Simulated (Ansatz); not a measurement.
Fluorite AuAl2, treated with PBEsol (Ansatz, a program for electronic structure, PAW).

The input as run:

Ansatz 0.2 input:
```yaml
crystal:
  lattice:
    - [0.0, 3.0015116384, 3.0015116384]
    - [3.0015116384, 0.0, 3.0015116384]
    - [3.0015116384, 3.0015116384, 0.0]
  atoms:
    - { symbol: Al, position: [0.25, 0.25, 0.25] }
    - { symbol: Al, position: [0.75, 0.75, 0.75] }
    - { symbol: Au, position: [0.0, 0.0, 0.0] }
basis:
  ecutwfc: 520
  ecutrho_ratio: 4
  xc_grid: 2
kpoints:
  mp_grid: { grid: [16, 16, 16] }
hamiltonian:
  xc: pbesol
  dispersion: none
  pseudopotentials: { kind: paw }
scf:
  occupations: { method: fermi_dirac, width: 0.05 }
  convergence: { dr2_threshold: 0.0000000003 }
output:
  forces: true
  stress: true
  eigenvalues: true
```

Excerpt of the program's output:

```
Crystal: 3 atoms, lattice volume = 54.082 Å³
Basis set: ecut = 520 eV, 1459 PW (Γ), exchange–correlation on 64×64×64 points (8 copies of the dense FFT grid, shifted against one another)
Bands: 17, of which v1, the nominal top of the filled ones, is band 13 counted from 1 (12 counted from 0)
Symmetry: 48 space group operations
Space group: Fm-3m (ITA 225), of the structure as read, at distance tolerance 3.8e-5 Å
k-points: 145 of 4096
Functional: x = pbesol(κ = 0.804, μ = 0.12345679012345678), c = pbesol(β = 0.046)
SCF iter   1: F=—  HF=-14057.551823 eV  |F-HF|=—  |Δ(HF+E_count)|=         —  Δρ=2.27e-3  dr2=2.51e-3
SCF iter   2: F=—  HF=-14057.552440 eV  |F-HF|=—  |Δ(HF+E_count)|=   6.17e-4  Δρ=1.44e-3  dr2=1.26e-3
  ...
SCF iter   7: F=—  HF=-14057.552812 eV  |F-HF|=—  |Δ(HF+E_count)|=   1.34e-8  Δρ=1.82e-6  dr2=2.18e-9
SCF iter   8: F=-14057.552812 eV  HF=-14057.552812 eV  |F-HF|=5.46e-12  |Δ(HF+E_count)|=  3.47e-10  Δρ=2.36e-7  dr2=2.31e-11
SCF 1 converged in 8 iterations: F = -14057.552812 eV  dr2 = 2.31e-11
SCF converged after 8 iterations
Free energy (F): -14057.552812 eV
Internal energy: -14057.544297 eV  (E = F + TS)
E sigma→0 (E₀):  -14057.548555 eV
Fermi energy:    11.152982 eV
--- Forces (eV/Å), atoms counted from 1 ---
  atom   1  Al     0.00000000    -0.00000000    -0.00000000
  atom   2  Al     0.00000000     0.00000000    -0.00000000
  atom   3  Au    -0.00000000     0.00000000     0.00000000
--- Stress (GPa, compression-positive) ---
       -0.000175       0.000000       0.000000
        0.000000      -0.000175      -0.000000
        0.000000      -0.000000      -0.000175
  P = ⅓ Tr σ = -0.0002 GPa (-0.002 kbar)
```

The PAW data were made under PBE.
